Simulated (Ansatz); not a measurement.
Start from VN in the zinc blende structure (space group F-43m, No. 216; a = 4.385 Å; a model cell, its experimental status unchecked; relaxed with 0.1 eV smearing). Axes: x, y, z lie along the cube axes.

The values are results of Ansatz (a quantum-chemistry and plane-wave program), PBEsol, PAW, cutoff 420 eV, scalar-relativistic without spin-orbit coupling, not measurements.

It is then changed as follows: the cell is compressed by 4.34 % along y with no lateral relaxation, atoms relaxed at fixed cell.

Task: What does the calculation give for the stress and energy relative to the base after the change?

Result: The stress (xx, yy, zz, yz, xz, xy; compression positive) amounts to (10.4, 15.5, 10.4, 0.0, 0.0, 0.0) GPa; the energy rises by 22 meV/atom.

The cells carry an imposed strain or load. Whether these cells are dynamically stable was not tested. Seeded moments were not kept for the base. The final runs are not spin-polarised.
